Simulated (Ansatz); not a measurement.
## A series of runs on a (001) slab of Re (cut from a parent of space group no. 194; 4 atoms in the cell)

```xyz
4
Lattice="2.7371 0.0000 0.0000 -1.3686 2.3704 0.0000 0.0000 0.0000 22.7103" Properties=species:S:1:pos:R:3 pbc="T T T"
Re     0.0000     1.5803     8.0000
Re     1.3686     0.7901    10.2367
Re     0.0000     1.5803    12.4735
Re     1.3686     0.7901    14.7103
```

Base run A: PBEsol, default PAW files made with PBE in Ansatz (a first-principles code), self-consistent single point.

Its settings: kpoints.mp_grid.grid = 9 9 1; hamiltonian.xc = pbesol; hamiltonian.pseudopotentials = {kind: paw} (the program's default PAW files); scf.occupations.method = fermi_dirac; scf.occupations.width = 0.05 eV.

The starting cell comes from a database of computed structures (which also holds hypothetical and non-ambient phases and stackings), without a prior relaxation at this level. The slab is cut from that crystal, and its faces are unrelaxed. Its lattice was rescaled in the plane by a random factor within 2.5 % of one. Spin-orbit coupling is off. Spin polarisation is off. In the base run, forces exceed 1 eV/Å.

ΔF is the free energy per atom less that of run A. 

Run A gave: largest force (eV/Å) 1.419; iterations 7.

Runs:
- B: scf.mixing.preconditioner: default (the program chose LDOS) → none
- C: scf.mixing.preconditioner: default (the program chose LDOS) → kerker
- D: scf.mixing.preconditioner: default (the program chose LDOS) → kerker_dos
- E: scf.mixing.preconditioner: default (the program chose LDOS) → resta; scf.mixing.eps_inf: default → 3
- F: scf.mixing.preconditioner: default (the program chose LDOS) → ldos
- G: scf.mixing.preconditioner: default (the program chose LDOS) → local_kerker
- H: scf.mixing.preconditioner: default (the program chose LDOS) → kerker; scf.mixing.q_tf: default → 0.2
- I: scf.mixing.preconditioner: default (the program chose LDOS) → kerker; scf.mixing.q_tf: default → 0.5
- J: scf.mixing.preconditioner: default (the program chose LDOS) → kerker; scf.mixing.q_tf: default → 1.5

Q: Which runs reach the base run's state, and which is quickest in iterations?

A: Runs B, C, D, E, F, G, H, I, J gave the same state as A (within 1 meV/atom). The fewest iterations to that state were 7 (A, F); the most were 18.

| run | ΔF (meV/atom) | largest force (eV/Å) | iterations |
|---|---|---|---|
| A | 0.00 | 1.419 | 7 |
| B | 0.00 | 1.419 | 12 |
| C | 0.00 | 1.419 | 18 |
| D | 0.00 | 1.419 | 15 |
| E | 0.00 | 1.419 | 10 |
| F | 0.00 | 1.419 | 7 |
| G | 0.00 | 1.418 | 9 |
| H | 0.00 | 1.419 | 14 |
| I | 0.00 | 1.418 | 13 |
| J | 0.00 | 1.419 | 15 |

Keys are those of Ansatz 0.2.
